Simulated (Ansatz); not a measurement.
We consider L1₂ (Cu3Au-type) YPd3, described by LDA (plane waves, PAW; Ansatz, a first-principles code).

Numerical settings: plane-wave cutoff 500 eV, 14×14×14 k mesh, Fermi–Dirac smearing 0.1 eV, scalar-relativistic PAW data made under PBE.

Computed at the level's own relaxed cell.

### Question
What does this level give for the volume per atom and equilibrium lattice constant a?

### Answer

- volume per atom: 16.19 Å³/atom
- equilibrium lattice constant a: 4.016 Å

The run finds no gap.

It cost very roughly 60 core-seconds of CPU time.
